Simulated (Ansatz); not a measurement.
## Effect of isotropic strain +1.34 % on hypothetical simple cubic Pt

Take Pt in the simple cubic structure (space group Pm-3m, No. 221; a = 2.6254 Å; a hypothetical phase, not in the database extracts checked; relaxed with 0.1 eV smearing) as the base.

Modification: an isotropic linear strain of +1.34 %; the atoms relax in the strained cell.

All numbers come from PBE in Ansatz (plane waves to 420 eV, PAW, scalar-relativistic without spin-orbit coupling). Settings: 25×25×25 k-points, 0.1 eV Fermi–Dirac smearing.

```tsv
quantity	base	changed	shift
shortest interatomic distance	4.961 bohr	5.028 bohr	+0.0665 bohr
energy relative to the base (free energy F)	0 meV/atom	+16 meV/atom	+16 meV/atom
pressure	0.0 GPa	-6.6 GPa	-6.6 GPa
band gap	zero	zero	–
```

Final structure:

```xyz
1
Lattice="2.6606 0.0000 0.0000 0.0000 2.6606 0.0000 0.0000 0.0000 2.6606" Properties=species:S:1:pos:R:3 pbc="T T T"
Pt     0.0000     0.0000     0.0000
```

Whether these cells are dynamically stable was not tested. The final runs are not spin-polarised. Pt lies near a magnetic instability that expansion can trigger; it was not tested.

Ansatz is a quantum-chemistry and plane-wave program.
